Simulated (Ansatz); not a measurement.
Worked example: relaxation of cell and atoms of NiO (Fm-3m, 4 atoms in the cell) in Ansatz (a quantum-chemistry and plane-wave program).

Method of the run: PBEsol, PAW files made with PBE (plane waves; Ansatz).

The change in words: atoms on their sites; basis.ecutwfc: 420 eV → 630 eV; relax: default → cell and atoms. Reference geometry:
```
CELL_PARAMETERS angstrom
      4.15910     2.07955     2.07955
      2.07955     4.15910     2.07955
      2.07955     2.07955     4.15910
ATOMIC_POSITIONS crystal
  Ni 0.00347 0.00347 0.00347
  Ni 0.50000 0.50000 0.50000
  O  0.25000 0.25000 0.25000
  O  0.75000 0.75000 0.75000
```
Moments meant for the start (each program seeds them in its own way; μB, in the order of the atoms Ni Ni O O): 2.0 -2.0 0.0 0.0.

Reference input (self-consistent single point, DFT, PBEsol, plane waves, PAW files made with PBE): basis.ecutwfc = 420 eV; kpoints.mp_grid.grid = 8 8 8; hamiltonian.xc = pbesol; hamiltonian.pseudopotentials = {kind: paw} (the program's default PAW files); magnetization.spin_polarized = true; scf.occupations.method = fermi_dirac; scf.occupations.width = 0.01 eV. This run's input differs from it in these lines:

Ansatz 0.2 input:
```diff
@@ -7,3 +7,3 @@
   atoms:
-    - { symbol: Ni, position: [0.003470, 0.003470, 0.003470], spin: 2.0 }
+    - { symbol: Ni, position: [0.000000, 0.000000, 0.000000], spin: 2.0 }
     - { symbol: Ni, position: [0.500000, 0.500000, 0.500000], spin: -2.0 }
@@ -12,3 +12,3 @@
 basis:
-  ecutwfc: 420.0
+  ecutwfc: 630.0
 kpoints:
@@ -22,2 +22,4 @@
   occupations: { method: fermi_dirac, width: 0.01 }
+relax:
+  cell: {}
 output:
```

Output (repeated stretches shortened):

```
   [... SCF lines of the steps left out ...]
relax step   1: F+E_penalty+E_count = -12729.08720379 eV  Δ(F+E_penalty+E_count) = +0.000e0 eV  max|allowed force component| = 3.860e-5 eV/Å  Δτ_max = 0.0000 Å  P = -5.805 GPa  Ω = 35.972 Å³  (13 SCF iters, dr2 threshold 1.00e-7 eV, accepted)
relax step   2: F+E_penalty+E_count = -12729.10130941 eV  Δ(F+E_penalty+E_count) = -1.411e-2 eV  max|allowed force component| = 1.168e-5 eV/Å  Δτ_max = 0.0000 Å  P = -3.048 GPa  Ω = 35.485 Å³  energy of the carried Pulay correction = +1.108e-4 eV  [...]
relax step   3: F+E_penalty+E_count = -12729.10650284 eV  Δ(F+E_penalty+E_count) = -5.193e-3 eV  max|allowed force component| = 4.735e-7 eV/Å  Δτ_max = 0.0000 Å  P = +0.181 GPa  Ω = 34.957 Å³  energy of the carried Pulay correction = +2.326e-4 eV  [...]
relax step   4: F+E_penalty+E_count = -12729.10651530 eV  Δ(F+E_penalty+E_count) = -1.245e-5 eV  max|allowed force component| = 1.541e-5 eV/Å  Δτ_max = 0.0000 Å  P = +0.010 GPa  Ω = 34.983 Å³  energy of the carried Pulay correction = +2.265e-4 eV  [...]
relax step   5: F+E_penalty+E_count = -12729.10628718 eV  Δ(F+E_penalty+E_count) = +2.281e-4 eV  max|allowed force component| = 1.268e-5 eV/Å  Δτ_max = 0.0000 Å  P = +0.008 GPa  Ω = 34.983 Å³  stress off target by 3.24e-2 GPa  SCF on the basis [...]
basis re-selected at this cell: Δ(F+E_penalty+E_count) = +2.281e-4 eV, ΔP = -0.002 GPa vs the last step
the relaxation is at rest under the 12 symmetry operations that the run kept from its start: a minimum is not shown …
the relaxation's final electronic state is not compared with the one that a single-point calculation of its input finds at the relaxed geometry …
Magnetization: 0.0000 μB (24.0000 up, 24.0000 down)
   [... lines left out ...]
Absolute magnetization: 2.8638 μB (∫|ρ↑−ρ↓|, with the PAW one-centre terms)
Free energy (F): -12729.106287 eV
Fermi energy:    14.897373 eV
  cell:  # Å, volume = 34.9831 Å³
   [... lines left out ...]
  atoms:
    - { symbol: Ni, position: [-1.7501837875052271e-23, -7.00073514986711e-23, 1.0501102724828173e-22] }
    - { symbol: Ni, position: [0.5000000000000002, 0.5000000000000002, 0.5000000000000002] }
    - { symbol: O, position: [0.24999985962104396, 0.24999985962104396, 0.24999985962104426] }
    - { symbol: O, position: [0.7500001403789563, 0.7500001403789563, 0.7500001403789562] }
```

The run converged. 

Summary of the result:
* **Free energy E − TS (on the zero of these files)**: -12729.1063 eV
* **Top of the valence band (on the code's own zero)**: 14.51 eV
* **Gap on the k-point mesh**: 0.77 eV
* **Pressure**: 0.01 GPa
* **Size of the cell's spin moment**: 0.00 μB
* **Final cell**: a = b = c = 5.020 Å, α = β = γ = 33.85°
* **Final volume per atom**: 8.75 Å³
* **Relaxation steps**: 5

The starting cell has typed, rounded lattice constants, without a prior relaxation at this level. Its lattice was rescaled by up to half a per cent. The magnetic order is the one reached from the typed start; others were not searched systematically. The relaxation keeps the symmetry of its start, so its end need not be a minimum. Ansatz's pressure includes its estimate of the finite-basis (Pulay) stress.

Cost on one core of a shared machine: roughly 90 s.
